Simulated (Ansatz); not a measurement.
Take SnS₂ (space group Fd-3m, No. 227; a = 10.3580 Å; a cell from a computed database, its experimental status unchecked) as the base. Axes: x, y, z lie along the cube axes.

Computed with DFT with PBEsol, PAW potentials and a 420 eV plane-wave cutoff in Ansatz (a quantum-chemistry and plane-wave program), no spin-orbit coupling.

A first run, uniaxial strain ε_xx = +0.71 %, gives secant values C11 ≈ 67 GPa and C12 ≈ 28 GPa from its stress. A second run applies biaxial strain −2.33 %, plane normal [001], relaxed out of plane.

**Question.** What does linear elasticity predict for −ε⊥/ε∥ in the second run, and what does the run give?

**Answer.** Linear elasticity: 2 C12/C11 = 0.84. The run gives 0.84; any difference comes from nonlinear terms at these strains and numerical noise.

No phonon test of stability was made.
